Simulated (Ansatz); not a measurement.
The starting structures come from a database of crystals and need not be the phases stable at ambient conditions.

Inside the gap of an insulator the Bloch states are evanescent, with a wavenumber k + iκ along the transport direction.

Data:

```yaml
crystal:
  lattice:
    - [6.13684, 0.00000, 0.00000]
    - [0.00000, 11.89481, 0.00000]
    - [3.06842, 3.96494, 1.77155]
  atoms:
    - { symbol: B, position: [0.30960, 0.98472, 0.69040] }
    - { symbol: B, position: [0.69040, 0.01528, 0.30960] }
    - { symbol: B, position: [0.69040, 0.67512, 0.61920] }
    - { symbol: B, position: [0.30960, 0.32488, 0.38080] }
    - { symbol: B, position: [0.00000, 0.98472, 0.69040] }
    - { symbol: B, position: [0.00000, 0.01528, 0.30960] }
    - { symbol: B, position: [0.00000, 0.17814, 0.54939] }
    - { symbol: B, position: [0.00000, 0.82186, 0.45061] }
    - { symbol: B, position: [0.45061, 0.17814, 0.54939] }
    - { symbol: B, position: [0.54939, 0.82186, 0.45061] }
    - { symbol: B, position: [0.54939, 0.72753, 0.90122] }
    - { symbol: B, position: [0.45061, 0.27247, 0.09878] }
    - { symbol: As, position: [0.00000, 0.39945, 0.00000] }
    - { symbol: As, position: [0.00000, 0.60055, 0.00000] }
```

Space group of this cell: R-3m. The cell is taken as given.

Transport runs along the normal of the first two printed cell vectors, the (100) plane of the conventional cell.

The gap is the functional's own. No spin-orbit coupling. Mid-gap values are interpolated on the energy grid.

Question: Compute, with r2SCAN (Ansatz, an electronic-structure program), the band gap and the smallest decay constant κ at mid-gap.

Answer: Gap 2.88 eV on a 16×16×16 mesh; κ = 0.250 1/Å, at (0.000, 0.500) of the in-plane reciprocal vectors. At the zone centre, at the nearest computed energy, the slowest state has κ = 0.29 1/Å.
